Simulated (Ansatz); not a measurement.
Pyrite PtAs2, treated with PBE (Ansatz, a quantum-chemistry and plane-wave program, plane waves, PAW).

Numerical settings: plane-wave cutoff 520 eV, 6×6×6 k mesh, Fermi–Dirac smearing 0.01 eV, scalar-relativistic PAW data made under PBE.

Equation-of-state points:

```json
[
 {"V (Å³/atom)": "17.787", "E − E_lowest (meV/atom)": "13.70", "P (GPa)": "6.17"},
 {"V (Å³/atom)": "18.158", "E − E_lowest (meV/atom)": "3.28", "P (GPa)": "2.90"},
 {"V (Å³/atom)": "18.529", "E − E_lowest (meV/atom)": "0.00", "P (GPa)": "0.00"},
 {"V (Å³/atom)": "18.899", "E − E_lowest (meV/atom)": "3.02", "P (GPa)": "-2.55"},
 {"V (Å³/atom)": "19.270", "E − E_lowest (meV/atom)": "11.50", "P (GPa)": "-4.74"}
]
```

### Question
Estimate the bulk modulus and its pressure derivative from these points.

### Answer
V0 = 18.528 Å³/atom, B0 = 135 GPa, B′ = 5.6 (fit to the energies at full precision).

Shape and atoms are relaxed at each volume.

Measured, for comparison: equilibrium volume per atom 17.70 Å³/atom (temperature not stated, not corrected to a static lattice; as tabulated in Wikipedia's data pages). Computed (rounded) less measured: equilibrium volume per atom +4.7 %.

Note: the bulk modulus comes from volumes at which shape and atoms were relaxed.

Spin–orbit coupling is not included.

Static lattice: no zero-point or thermal effects.
